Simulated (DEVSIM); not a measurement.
System: TaN/SiON/p-GaAs capacitor, at 300 K.

| layer (left to right) | material | thickness (nm) | Na (cm⁻³) |
|---|---|---|---|
| 1 | SiON | 4.40 | - |
| 2 | GaAs | 590 | 1.2e18 |

Metal gate on the left, work function 4.4 eV. Fixed charge at the semiconductor interface -2e11 cm⁻² (in units of +e); no interface traps.

The device is made up for the run: typed textbook-type constants, with dimensions and the other settings drawn at random. Values at 300 K.

```
parameter      SiON    GaAs
-------------  ----  ------
gap (eV)          7   1.424
affinity (eV)   1.4    4.07
permittivity    5.5    12.9
Nc (cm⁻³)         -  4.7e17
Nv (cm⁻³)         -    9e18
```

Model (solved in DEVSIM): 1D Poisson equation in equilibrium, Boltzmann statistics, complete ionisation; no quantum confinement or tunnelling. Metal contacts follow the ideal Schottky-Mott rule: no Fermi-level pinning, no interface dipoles.

The interface trap density was swept, all else fixed.

```json
[
 {"interface trap density (cm^-2 eV^-1)": "0", "flat-band voltage (V)": "-1.01", "minimum of the low-frequency capacitance (μF/cm²)": "0.242"},
 {"interface trap density (cm^-2 eV^-1)": "1e10", "flat-band voltage (V)": "-1.01", "minimum of the low-frequency capacitance (μF/cm²)": "0.243"},
 {"interface trap density (cm^-2 eV^-1)": "1e11", "flat-band voltage (V)": "-1.02", "minimum of the low-frequency capacitance (μF/cm²)": "0.250"},
 {"interface trap density (cm^-2 eV^-1)": "3e11", "flat-band voltage (V)": "-1.03", "minimum of the low-frequency capacitance (μF/cm²)": "0.265"},
 {"interface trap density (cm^-2 eV^-1)": "1e12", "flat-band voltage (V)": "-1.07", "minimum of the low-frequency capacitance (μF/cm²)": "0.326"},
 {"interface trap density (cm^-2 eV^-1)": "2e12", "flat-band voltage (V)": "-1.12", "minimum of the low-frequency capacitance (μF/cm²)": "0.398"}
]
```

From the first row to the last the flat-band voltage goes from -1.01 to -1.12. From the first row to the last the minimum of the low-frequency capacitance goes from 0.242 to 0.398.
